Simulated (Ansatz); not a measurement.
**Habitual settings against a tight run: Mo3Ir (Pm-3n, 8 atoms in the cell)**

Self-consistent single point.

```xyz
8
Lattice="5.1103 0.0000 0.0000 0.0000 5.1103 0.0000 0.0000 0.0000 5.1103" Properties=species:S:1:pos:R:3 pbc="T T T"
Mo     2.5552     1.2776     0.0000
Mo     2.5552     3.8328     0.0000
Mo     1.2776     0.0000     2.5552
Mo     3.8328     0.0000     2.5552
Mo     0.0000     2.5552     1.2776
Mo     0.0000     2.5552     3.8328
Ir     2.5552     2.5552     2.5552
Ir     0.0000     0.0000     0.0000
```

Computed with PBEsol, PAW files made with PBE (plane waves; Ansatz, a program for electronic structure).

Base settings: basis.ecutwfc = 420 eV; kpoints.mp_grid.grid = 9 9 9; hamiltonian.xc = pbesol; hamiltonian.pseudopotentials = {kind: paw} (the program's default PAW files); scf.occupations.method = methfessel_paxton; scf.occupations.width = 0.05 eV.

Tight run (finer mesh or higher cutoff; not a proven limit): basis.ecutwfc: 420 eV → 590 eV; kpoints.mp_grid.grid: 9 9 9 → 13 13 13; scf.convergence.dr2_threshold: default (1e-07 eV) → 1e-09 eV. It gave Fermi level (on the code's own zero) 19.66 eV; pressure -24.62 GPa.

Quick runs, as changes from the base:
- A: the base itself
- B: basis.ecutwfc: 420 eV → 295 eV; kpoints.mp_grid.grid: 9 9 9 → 4 4 4; scf.occupations.method: methfessel_paxton → fermi_dirac; scf.occupations.width: 0.05 eV → 0.2 eV
- C: basis.ecutwfc: 420 eV → 210 eV; kpoints.mp_grid.grid: 9 9 9 → 4 4 4; scf.occupations.method: methfessel_paxton → cold; scf.occupations.width: 0.05 eV → 0.272 eV; kpoints.mp_grid.shift: default → 0.5 0.5 0.5; scf.convergence.dr2_threshold: default (1e-07 eV) → 0.001 eV
- D: basis.ecutwfc: 420 eV → 210 eV; kpoints.mp_grid.grid: 9 9 9 → 8 8 8; hamiltonian.xc: pbesol → lda; kpoints.mp_grid.shift: default → 0.5 0.5 0.5 [LDA (PW92)]
- E: basis.ecutwfc: 420 eV → 250 eV; kpoints.mp_grid.grid: 9 9 9 → 6 6 6; scf.occupations.method: methfessel_paxton → fermi_dirac; scf.occupations.width: 0.05 eV → 0.2 eV
- F: basis.ecutwfc: 420 eV → 250 eV; kpoints.mp_grid.grid: 9 9 9 → 3 3 3; scf.convergence.dr2_threshold: default (1e-07 eV) → 0.001 eV

Energies are extrapolated to zero smearing width, which holds to low order in the width alone.

Dashes: energy of D, another energy zero.

† marks runs with another functional, U, potentials or spin treatment: their distance from the tight run is not a convergence error alone.

The count of work is k-points × plane waves × bands × iterations; it is no time. 

Pressures in the table are Ansatz's without its Pulay estimate, at a fixed set of plane waves; the tight run's value above holds the estimate.

The starting cell comes from a database of computed structures (which also holds hypothetical and non-ambient phases and stackings), without a prior relaxation at this level. Its lattice was rescaled by a random factor within 2.5 % of one. Spin polarisation is off. In the base run, with a pressure of about -25 GPa the cell is away from its equilibrium volume at this level.

```
run  energy less tight (meV/atom)  pressure less tight (GPa)  count of work / tight
---  ----------------------------  -------------------------  ---------------------
A                             0.5                      -0.01                   0.22
B                            90.4                      -4.20                  0.040
C                          2606.4                    -134.81                 0.0056
D†                              –                    -141.23                  0.045
E                           507.2                     -34.48                  0.062
F                           436.8                     -35.94                 0.0088
```

Among the runs at the tight run's level, the energy misses run from 0.5 to 2606.4 meV/atom.

Keys are those of Ansatz 0.2.
